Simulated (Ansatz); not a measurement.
GeSiO3 (model structure, started from the PbTiO3 type, P4mm, No. 99, 5 atoms in the cell) was calculated with PBEsol (plane waves, PAW; Ansatz, a program for electronic structure).

Run with plane-wave cutoff 520 eV, 10×10×8 k mesh (along the axes of the cell as run), Fermi–Dirac smearing 0.01 eV, scalar-relativistic PAW data made under PBE.

Cell (relaxed at this level):

```
GeO3Si
1.0
    3.41262     0.00000     0.00000
    0.00000     3.41262     0.00000
    0.00000     0.00000     4.37609
Si Ge O
1 1 3
Direct
  0.50000   0.50000   0.60289
  0.00000   0.00000   0.14936
  0.00000   0.50000   0.48245
  0.50000   0.00000   0.48245
  0.50000   0.50000   0.97305
```

Estimate the band gap, smallest direct gap on the k points sampled and direct gap at Γ that the calculation returns.


band gap: 1.67 eV (indirect)
smallest direct gap on the k points sampled: 2.41 eV
direct gap at Γ: 4.63 eV

Note: the relaxation could raise the start's symmetry but not lower it, so the cell can be a saddle point.

Spin–orbit coupling is not included.

Computed values are for the static lattice.

The result took very roughly 24 core-seconds.

A model structure was made by putting elements into a prototype or built by hand; it is no filed structure, need not be a known phase, and can be a saddle point held by its symmetry.
